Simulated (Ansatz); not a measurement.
Consider the following.

End structure of the (110) surface of bcc Mo, one row in 4 of the top plane missing (bottom of the slab: a bare face, its two planes held):

```xyz
23
Lattice="2.7373 0.0000 0.0000 -3.6498 10.3232 0.0000 0.0000 0.0000 27.5000" Properties=species:S:1:pos:R:3 pbc="T T T"
Mo     0.9124     1.2904     8.1624
Mo     0.0000     3.8712     8.1624
Mo    -0.9124     6.4520     8.1624
Mo    -1.8249     9.0328     8.1624
Mo    -0.9124     2.5808    10.3974
Mo    -1.8249     5.1616    10.3974
Mo    -2.7373     7.7424    10.3974
Mo     0.0000     0.0000    10.3974
Mo    -0.0130     3.8752    12.6263
Mo    -0.9093     6.4527    12.6391
Mo    -1.8280     9.0321    12.6391
Mo     0.9255     1.2864    12.6263
Mo    -1.8054     5.1794    14.8780
Mo    -2.7373     7.7424    14.8873
Mo    -0.0195    -0.0178    14.8780
Mo    -0.9124     2.5808    14.8270
Mo    -0.9185     6.4873    17.1289
Mo    -1.8189     8.9974    17.1289
Mo     0.8873     1.2881    17.0995
Mo     0.0252     3.8735    17.0995
Mo     0.0432     0.1007    19.1512
Mo    -0.9124     2.5808    19.2247
Mo    -1.8681     5.0609    19.1512
```

Slab: 23 atoms, 11.2 Å thick at the start with caps and adatoms (thin: gaps and levels are the slab's own); k 14x4x1, smearing 0.1 eV, dipole-corrected; 8 atoms held, the rest relaxed; start symmetry kept, larger cells not searched; no spin, no spin-orbit, no U. In PBE it is, or lies within 0.01 eV a 1x1 cell of, the lowest of the 2 structures of its composition computed so far; subsurface sites and larger cells were not tried.

### Question
Estimate the work function of the top face that PBE (Ansatz, an electronic-structure program) returns for this input.

### Answer
4.20 eV
